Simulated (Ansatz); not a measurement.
Take CdTe in the zinc blende structure (space group F-43m, No. 216; a = 6.558 Å) as the base. Axes: x, y, z lie along the cube axes.

Level of theory: r2SCAN, PAW, 500 eV (Ansatz, a quantum-chemistry and plane-wave program; no spin-orbit coupling).

Strains are applied to the cell and any free atomic positions relax; under biaxial strain the out-of-plane vector relaxes too.

One change was made to it. Results:

| quantity | base | after |
|---|---|---|
| shortest interatomic distance | 2.840 Å | 2.847 Å |
| energy relative to the base (free energy F) | 0 meV/atom | +9.6 meV/atom |

Which of these changes matches the shifts?
(A) biaxial strain +2.50 %, plane normal [111], relaxed out of plane
(B) biaxial strain +1.67 %, plane normal [111], relaxed out of plane
(C) biaxial strain +2.08 %, plane normal [111], relaxed out of plane
(D) biaxial strain +1.25 %, plane normal [111], relaxed out of plane

A, biaxial strain +2.50 %, plane normal [111], relaxed out of plane. For comparison, the energy relative to the base in the other runs: biaxial strain +1.25 %, plane normal [111], relaxed out of plane gives +2.4 meV/atom; biaxial strain +1.67 %, plane normal [111], relaxed out of plane gives +4.3 meV/atom; biaxial strain +2.08 %, plane normal [111], relaxed out of plane gives +6.7 meV/atom.

Stability against distortions was not tested.
